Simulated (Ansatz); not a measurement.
Al: pressure 22.5 GPa

Take Al in the fcc (Cu type) structure (space group Fm-3m, No. 225; a = 4.014 Å) as the base.

Modification: a hydrostatic pressure of 22.5 GPa.

Calculations: PBEsol (Ansatz, a first-principles code), no spin-orbit coupling. k-mesh 20×20×20 (Γ-centred); smearing 0.05 eV (Fermi–Dirac).

| quantity | base | changed | shift |
|---|---|---|---|
| volume per atom | 16.17 Å³ | 13.48 Å³ | -2.69 Å³ |
| density | 2.77 g/cm³ | 3.32 g/cm³ | +0.55 g/cm³ |
| shortest interatomic distance | 2.839 Å | 2.671 Å | -0.1673 Å |
| enthalpy H = E + PV relative to the base's energy | – | +2.05 eV/atom | – |
| band gap | zero | zero | – |

Load acts through the strain it causes; cell and atoms are relaxed under it. No phonon test of stability was made. Competing high-pressure phases were not computed.
